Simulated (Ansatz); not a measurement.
System: L1₀ (CuAu-type) CuAu. Method: PBE+SOC (PAW; Ansatz, a first-principles code).

Run with plane-wave cutoff 520 eV, 20×20×16 k mesh (along the axes of the cell as run), Fermi–Dirac smearing 0.05 eV, PAW data made under PBE.

Results at a series of volumes:

```json
[
 {"V (Å³/atom)": "14.313", "E − E_lowest (meV/atom)": "11.67", "P (GPa)": "6.55"},
 {"V (Å³/atom)": "14.611", "E − E_lowest (meV/atom)": "2.79", "P (GPa)": "3.07"},
 {"V (Å³/atom)": "14.909", "E − E_lowest (meV/atom)": "0.00", "P (GPa)": "0.00"},
 {"V (Å³/atom)": "15.207", "E − E_lowest (meV/atom)": "2.57", "P (GPa)": "-2.70"},
 {"V (Å³/atom)": "15.506", "E − E_lowest (meV/atom)": "9.86", "P (GPa)": "-5.08"}
]
```

What bulk modulus B0 and pressure derivative B′ does a third-order Birch–Murnaghan fit give?

V0 = 14.909 Å³/atom, B0 = 144 GPa, B′ = 5.3 (fit to the energies at full precision).

Shape and atoms are relaxed at each volume.

Note: the bulk modulus comes from volumes at which shape and atoms were relaxed.

The computed numbers hold no vibrational or temperature effects.
